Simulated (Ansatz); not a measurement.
System: Hf-vacancy pair (Hf on one host Cu site, one Cu site vacant) in fcc Cu (neutral cell). Method: PBE, PAW (plane waves to 420 eV; Ansatz, a quantum-chemistry and plane-wave program).

Cell of 32 host sites held at the relaxed PBE lattice; a 2×2×2 k-point mesh shifted by half a step; Fermi-Dirac width 0.10 eV, spin-restricted; finite-size errors left in. Energies are static. Spin-orbit coupling is left out. Forms of the defect that were not tried may lie lower.

Barriers: single points on a 4×4×4 k-point mesh shifted by half a step at the bands' geometries (they differ from the bands' own by up to 0.23 eV, and are uncertain by about as much).

Relaxed starting cell (atoms counted from 1):

```xyz
31
Lattice="7.2600 0.0000 0.0000 0.0000 7.2600 0.0000 0.0000 0.0000 7.2600" Properties=species:S:1:pos:R:3 pbc="T T T"
Hf    -0.0032     0.1813     0.1955
Cu    -0.0028     0.0404     3.5516
Cu    -0.0034     3.5387     0.0532
Cu    -0.0020     3.6077     3.6209
Cu     3.6263    -0.0159    -0.0021
Cu     3.6271     0.0024     3.7078
Cu     3.6273     3.6939     0.0151
Cu     3.6272     3.6314     3.6461
Cu    -0.0041     1.8573     5.4140
Cu    -0.0029     5.4005     1.8719
Cu    -0.0044     5.4702     5.4824
Cu     3.6258     1.8399     1.8523
Cu     3.6264     1.8346     5.4057
Cu     3.6264     5.3906     1.8487
Cu     3.6260     5.4467     5.4606
Cu     1.9449    -0.0214     1.8998
Cu     1.7983     0.0181     5.4391
Cu     1.7858     3.5933     1.8322
Cu     1.7999     3.6386     5.4461
Cu     5.3077    -0.0228     1.8983
Cu     5.4547     0.0177     5.4388
Cu     5.4671     3.5935     1.8330
Cu     5.4538     3.6381     5.4433
Cu     1.9441     1.8862    -0.0072
Cu     1.7873     1.8183     3.6082
Cu     1.7988     5.4252     0.0314
Cu     1.8011     5.4307     3.6518
Cu     5.3083     1.8857    -0.0080
Cu     5.4671     1.8183     3.6058
Cu     5.4551     5.4240     0.0316
Cu     5.4529     5.4319     3.6511
```

End state 1 differs by these moves (Å; atoms that move under 0.08 Å are left out):

| atom | element | Δx | Δy | Δz |
|---|---|---|---|---|
| 1 | Hf | 0.00 | 1.46 | 1.46 |
| 2 | Cu | 0.00 | -0.08 | 0.14 |
| 3 | Cu | 0.00 | 0.14 | -0.07 |
| 9 | Cu | 0.00 | -0.07 | 0.14 |
| 10 | Cu | 0.00 | 0.14 | -0.08 |

**Question.** Predict the forward and backward barriers to end state 1 from PBE, PAW.

**Answer.** forward 0.32 eV, backward 0.32 eV; at the saddle point atom 1 has neighbours 4 Cu at 2.54, 4 Cu at 2.84, 8 Cu at 3.28 Å. The program found a first-order saddle point.
